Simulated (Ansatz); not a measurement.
Take MoSi₂ (space group I4/mmm, No. 139; relaxed with 0.1 eV smearing) as the base.

```
CELL_PARAMETERS angstrom
     -1.60839     1.60839     3.93729
      1.60839    -1.60839     3.93729
      1.60839     1.60839    -3.93729
ATOMIC_POSITIONS crystal
  Si 0.66492 0.66492 0.00000
  Si 0.33508 0.33508 0.00000
  Mo 0.00000 0.00000 0.00000
```

Cartesian axes are those of the cell as printed.

All numbers come from DFT with PBE, PAW potentials and a 420 eV plane-wave cutoff in Ansatz (an electronic-structure program), no spin-orbit coupling.

Base values:

| Quantity | Value |
|---|---|
| Pressure | 0.0 GPa |

Now apply this change: the cell is compressed by 2.50 % along z with no lateral relaxation; the atoms relax in the strained cell.

Q: Predict the new energy relative to the base and pressure.

A: The energy increases by 14 meV/atom; the pressure (mean of the normal stresses, compression positive) goes from zero to 6.1 GPa.

Stability against distortions was not tested. The final runs are not spin-polarised.
